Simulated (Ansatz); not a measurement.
**Effect of pressure 4.5 GPa on In2HgTe4**

The parent structure is In2HgTe4 (space group I-4, No. 82; a = 6.231 Å, c = 12.405 Å).

Perturbation: a hydrostatic pressure of 4.5 GPa.

All numbers come from PBEsol (Ansatz, a first-principles code; PAW; 420 eV plane waves; without spin-orbit coupling). Γ-centred 8×8×8 mesh, Fermi–Dirac width 0.05 eV.

```csv
quantity,base,changed,shift
volume per atom,34.41 Å³,30.62 Å³,-3.79 Å³
density,6.49 g/cm³,7.29 g/cm³,+0.80 g/cm³
lattice parameter a,11.776 bohr,11.315 bohr,-0.4603 bohr
c/a ratio,1.991,1.997,+0.006
shortest interatomic distance,5.301 bohr,5.193 bohr,-0.108 bohr
enthalpy H = E + PV relative to the base's energy,–,+0.91 eV/atom,–
band gap,0.50 eV,0.45 eV,-0.05 eV
gap character,direct at Γ,direct at Γ,–
"valence-band top at Γ (three highest levels, from the VBM)","0.00, 0.00, -0.28 eV","0.00, 0.00, -0.56 eV",–
```

Final structure:

```yaml
crystal:
  lattice:
    - [-2.99392, 2.99392, 5.97813]
    - [2.99392, -2.99392, 5.97813]
    - [2.99392, 2.99392, -5.97813]
  atoms:
    - { symbol: In, position: [0.75000, 0.25000, 0.50000] }
    - { symbol: Hg, position: [0.00000, 0.00000, 0.00000] }
    - { symbol: Te, position: [0.35362, 0.43715, 0.50195] }
    - { symbol: Te, position: [0.56285, 0.06480, 0.91646] }
    - { symbol: Te, position: [0.93520, 0.85166, 0.49805] }
    - { symbol: Te, position: [0.14834, 0.64638, 0.08354] }
    - { symbol: In, position: [0.50000, 0.50000, 0.00000] }
```

Cost of the whole job for the changed cell (relaxation, final SCF and bands): very roughly 16 core-minutes.

With Hg and Te present, leaving out spin-orbit coupling can change the band edges. Load acts through the strain it causes; cell and atoms are relaxed under it. Stability against distortions was not tested.
